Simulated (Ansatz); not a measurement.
Si under load (space group I4_1/amd), Ansatz (a first-principles code) with r2SCAN with spin-orbit coupling, rigid bands. Condition of this run: biaxial stress xx = yy = 1 GPa (compression positive) (the target of the relaxation). Band gap 0.69 eV, N_c = 2.06e19 cm⁻³ and N_v = 1.17e19 cm⁻³ at 300 K, conductivity masses along x (a = (0.00, 2.71, 2.73) Å; b = (2.71, 0.00, 2.73) Å; c = (2.71, 2.71, 0.00) Å) of 0.337 mₑ (electrons) and 0.327 mₑ (holes). Take k_BT = 0.02585 eV.

Task: What built-in voltage has an abrupt junction with N_A = 1e17 and N_D = 1e18 cm⁻³, all dopants ionised?

Result: V_bi = E_g/e − (k_BT/e) ln(N_c N_v/(N_A N_D)) = 0.69 − 0.02585 × 7.79 = 0.49 V, for the computed gap.

Task: What thermal injection velocity √(2k_BT/πm) limits a ballistic channel along the direction named?

Result: 9.27e6 cm/s for electrons and 9.41e6 cm/s for holes, a ratio of √(m_h/m_e) = 0.985, for dilute carriers.

Task: Find the intrinsic carrier density and the intrinsic Fermi level.

Result: n_i = √(N_c N_v) exp(−E_g/2k_BT) = 1.55e19 × exp(−13.35) = 2.5e13 cm⁻³. The level lies (k_BT/2) ln(N_v/N_c) = -7 meV from mid-gap (positive towards the conduction band). Each 0.1 eV added to the gap lowers n_i by a factor of 6.9.

Rigid bands with the computed gap; masses take one relaxation time for all states.
